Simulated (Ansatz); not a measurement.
The parent structure is CdS in the zinc blende structure (space group F-43m, No. 216; a = 5.878 Å).

Level of theory: plane-wave PAW DFT at the r2SCAN level (Ansatz, a program for electronic structure, 500 eV), no spin-orbit coupling.

Base values:

The band gap is 1.54 eV and the hole mass is 0.16, 0.78, 0.78 mₑ (at Γ). The volume per atom is 25.38 Å³.

Modification: a hydrostatic pressure of 3 GPa.

**Question.** How does this affect the band gap?

**Answer.** The band gap rises by 0.10 eV (1.54 eV → 1.64 eV).

**Question.** What happens to the hole mass?

**Answer.** The hole mass (degenerate bands, along [100]) changes from 0.16, 0.78, 0.78 mₑ (at Γ) to 0.17, 0.74, 0.74 mₑ (at Γ).

**Question.** What does the calculation give for the volume per atom after the change?

**Answer.** The volume per atom drops by 1.11 Å³ (25.38 Å³ → 24.27 Å³).

Load acts through the strain it causes; cell and atoms are relaxed under it. Masses are band curvatures over ±0.01 Å⁻¹ around the edge. Stability against distortions was not tested. Tetrahedral semiconductors of this kind turn to denser phases somewhere between about 1 and 50 GPa; those were not computed, so compressed cells here can lie past the real transition.
